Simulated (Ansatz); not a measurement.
Pair distribution function (Mo-Te) of MoTe2 (2H layers), cell Te48Mo24, started from the crystal [in the run: it stayed crystalline; mean temperature 666 K (target 680 K); density 7.70 g/cm³; under uneven stress (diagonal components 0.8 GPa apart); Γ point only, which a denser mesh shifts by -0.3 GPa in pressure and 0.07 eV/Å in forces], from MD at 666 K. Calculation: PBE + D3(BJ), large-core Te (plane waves, PAW; Ansatz, a program for electronic structure). Volume per atom 25.24 Å³, mean pressure -0.1 GPa. 

```
r (Å) | g(r)
     1.78 |  0.00
     1.82 |  0.00
     1.86 |  0.00
     1.90 |  0.00
     1.94 |  0.00
     1.98 |  0.00
     2.02 |  0.00
     2.06 |  0.00
     2.10 |  0.00
     2.14 |  0.00
     2.18 |  0.00
     2.22 |  0.00
     2.26 |  0.00
     2.30 |  0.00
     2.34 |  0.00
     2.38 |  0.00
     2.42 |  0.00
     2.46 |  0.01
     2.50 |  0.12
     2.54 | ## 0.70
     2.58 | ###### 2.37
     2.62 | ############### 5.47
     2.66 | ######################## 8.69
     2.70 | ############################## 11.1
     2.74 | ############################# 10.8
     2.78 | ######################## 8.92
     2.82 | ################# 6.13
     2.86 | ######### 3.44
     2.90 | ##### 1.73
     2.94 | ## 0.66
     2.98 | # 0.26
     3.02 |  0.10
     3.06 |  0.04
     3.10 |  0.01
     3.14 |  0.00
     3.18 |  0.00
     3.22 |  0.00
     3.26 |  0.00
     3.30 |  0.00
     3.34 |  0.00
     3.38 |  0.00
     3.42 |  0.00
     3.46 |  0.00
     3.50 |  0.00
     3.54 |  0.00
     3.58 |  0.00
     3.62 |  0.00
     3.66 |  0.00
     3.70 |  0.00
     3.74 |  0.00
     3.78 |  0.00
     3.82 |  0.00
     3.86 |  0.00
     3.90 |  0.01
     3.94 |  0.00
     3.98 |  0.02
     4.02 |  0.05
     4.06 |  0.10
     4.10 | # 0.20
     4.14 | # 0.31
     4.18 | # 0.47
     4.22 | ## 0.73
     4.26 | ### 1.11
     4.30 | #### 1.59
     4.34 | ##### 1.89
     4.38 | ###### 2.19
     4.42 | ###### 2.35
     4.46 | ###### 2.31
     4.50 | ###### 2.18
     4.54 | ##### 1.99
     4.58 | #### 1.62
     4.62 | #### 1.30
     4.66 | ### 0.96
     4.70 | ## 0.62
     4.74 | # 0.41
     4.78 | # 0.23
     4.82 |  0.13
     4.86 |  0.08
     4.90 |  0.08
     4.94 |  0.10
     4.98 |  0.13
     5.02 | # 0.21
     5.06 | # 0.29
     5.10 | # 0.37
     5.14 | # 0.44
     5.18 | # 0.50
     5.22 | ## 0.56
```

### Question
From the above, determine where the first shell ends and the number of neighbours in it.

### Answer
g is nil from 3.1 to 3.9 Å, so any cut there serves; 6.0 Te round each Mo and 3.0 Mo round each Te in the shell, from n = 4πρ∫r²g(r)dr.
